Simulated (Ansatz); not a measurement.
Ga2O3 (model structure, started from the A-La2O3 type, P-3m1, No. 164, 5 atoms in the cell)

Computed with PBE0 (plane waves, PAW; Ansatz, a program for electronic structure).

Settings: plane-wave cutoff 460 eV, 9×9×4 k mesh (along the axes of the cell as run), Fermi–Dirac smearing 0.01 eV, scalar-relativistic PAW data made under PBE.

Cell (relaxed with PBEsol):

```
CELL_PARAMETERS angstrom
      2.99327     0.00000     0.00000
     -1.49663     2.59225     0.00000
      0.00000     0.00000     6.97363
ATOMIC_POSITIONS crystal
  Ga 0.33333 0.66667 0.20001
  Ga 0.66667 0.33333 0.79999
  O  0.00000 0.00000 0.00000
  O  0.33333 0.66667 0.69516
  O  0.66667 0.33333 0.30484
```

- band gap = 4.91 eV (on the SCF k mesh)

Note: the relaxation could raise the start's symmetry but not lower it, so the cell can be a saddle point; cell and atoms aren't relaxed at this level (largest force component 0.39 eV/Å, pressure -1.9 GPa); the cell has widely spaced layers and the level no dispersion term, so their spacing and the moduli can rest on weak binding.

Spin–orbit coupling is not included.

Computed values are for the static lattice.

The result took very roughly 3.0 core-minutes.

A model structure was made by putting elements into a prototype or built by hand; it is no filed structure, need not be a known phase, and can be a saddle point held by its symmetry.
